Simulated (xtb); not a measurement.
xtb 6.7.1, GFN1-xTB: Ni(Br)(amdMe)(dme) (CC1[N](C)[Ni]2([Br])(<-[N]=1C)<-[O](C)CC[O]->2C), charge 0, multiplicity 3, 33 atoms. The geometry is a generated start, not checked to be a minimum at this level.

| Item | Value |
|---|---|
| run flags | --grad |
| method | GFN1-xTB |
| --acc | 1 (default) |
| --etemp (K) | 300 (default) |
| basis functions | 106 |
| valence electrons | 90 |

Charge 0 and multiplicity 3 are set for this test and not shown to be the ground state. GFN-xTB has no spin term: --uhf 2 sets the occupations alone.

One run each on 1 thread. Values of broydamp tried: 0.02, 0.05, 0.1, 0.2, 0.4 (default), 0.6, 0.8, 1.

Q: Predict the course of the SCC iterations along this series.

A: Fewest SCC iterations, within one of each other: 0.1 with 21, 0.2 with 21. The count rises to 37 at 0.02. All converge to one solution.

```csv
broydamp,SCC iterations,end
0.02,37,same solution
0.05,30,same solution
0.1,21,same solution
0.2,21,same solution
0.4 (default),23,same solution
0.6,24,same solution
0.8,23,same solution
1,25,same solution
```
